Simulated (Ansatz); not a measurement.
Start from CdS in the zinc blende structure (space group F-43m, No. 216; a = 5.824 Å). Axes: x, y, z lie along the cube axes.

One thing is altered: tensor shear ε_yz = +0.79 % (engineering shear γ = 0.0158); the atoms relax in the strained cell.

Levels (all Ansatz, a quantum-chemistry and plane-wave program, PAW): PBEsol (420 eV, without spin-orbit coupling); PBEsol+SOC (420 eV, with spin-orbit coupling).

The geometry is relaxed with PBEsol.

- PBEsol lowest conduction level above the VBM at special points = Γ 0.98 eV; R 2.81 eV; S 2.91 eV; X 3.34 eV
- PBEsol pressure = 0.00 GPa
- PBEsol electron mass = 0.11 mₑ (at Γ)
- PBEsol valence-band top at Γ = 0.00, -0.03, -0.06 eV

### Question
Predict the lowest conduction level above the VBM at special points, pressure, electron mass and valence-band top at Γ from PBEsol+SOC.

### Answer
The lowest conduction level above the VBM at special points becomes Γ 0.97 eV; R 2.80 eV; S 2.90 eV; X 3.33 eV (PBEsol: Γ 0.98 eV; R 2.81 eV; S 2.91 eV; X 3.34 eV); the pressure goes from zero to -0.07 GPa; the electron mass stays 0.11 mₑ (at Γ); the valence-band top at Γ (three highest Kramers pairs, from the VBM) becomes 0.00, -0.04, -0.08 eV (PBEsol: 0.00, -0.03, -0.06 eV).

Single points use the geometry relaxed with PBEsol. Differences between runs with and without spin-orbit coupling are approximate. The levels and masses belong to the bands next to the band gap. Masses are band curvatures over ±0.01 Å⁻¹ around the edge. Whether these cells are dynamically stable was not tested. Labels are those of the standard path for the cell's own space group.
